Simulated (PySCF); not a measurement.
PySCF 2.14.0, TPSSH/def2-svp, df: Mo(NH)(S)(F)(SH) ([NH]=[Mo]([F])(=[S])[SH]), 7 atoms. The geometry is a generated start, not checked to be a minimum at this level.

* **task**: energy
* **method**: tpssh
* **basis**: def2-svp
* **two-electron scheme**: density fitting
* **mol.max_memory**: 3000 MB
* **mf.max_cycle**: 100
* **mf.init_guess**: minao (default)
* **mf.conv_tol**: 1e-09 (default)
* **mf.grids.level**: 3 (default)
* **effective core potentials**: those of the basis set, past Kr
* **basis functions**: 105
* **grid points**: 107984

```xyz
7

Mo     0.4070     0.4210    -0.0872
N     -0.1742    -0.7569    -1.2104
H     -0.3728    -1.4346    -1.9368
S      2.4774     0.1248     0.3959
F      0.1846     2.1314    -0.5829
S     -0.6889     0.0299     1.9224
H     -1.8330    -0.5156     1.4990
```

Charge 0 and multiplicity 1 are set for this test and not shown to be the ground state.

With the defaults (mf.DIIS = CDIIS, mf.diis_space = 8, mf.diis = true, newton = off, mf.level_shift = 0, mf.damp = 0, mf.diis_start_cycle = 1) it converges in 15 Fock builds. One run each on 2 threads, 1 BLAS thread, with these changes:
- mf.DIIS = ADIIS
- mf.level_shift = 1 Hartree
- mf.diis = false
- newton = Hessian by the SCF's own integrals
- mf.DIIS = EDIIS
- mf.diis_space = 3
- mf.diis_space = 5
- mf.diis_space = 20
- mf.diis = false, mf.damp = 0.7, mf.diis_start_cycle = 999

Problem. Which runs fail or end elsewhere than the default run?

Solution. No convergence: mf.DIIS = EDIIS; mf.diis_space = 3; mf.diis = false (the run ends without SCF convergence in 100 cycles). The rest reach the solution of the defaults.

```csv
setting,Fock builds,end
mf.diis_space = 20,14,same solution
the defaults,15,same solution
mf.diis_space = 5,20,same solution
mf.DIIS = ADIIS,37,same solution
newton = Hessian by the SCF's own integrals,39,same solution
"mf.diis = false, mf.damp = 0.7, mf.diis_start_cycle = 999",39,same solution
mf.level_shift = 1 Hartree,57,same solution
mf.DIIS = EDIIS,101,no convergence
mf.diis_space = 3,101,no convergence
mf.diis = false,101,no convergence
```

Under newton the count holds the products with the orbital Hessian.
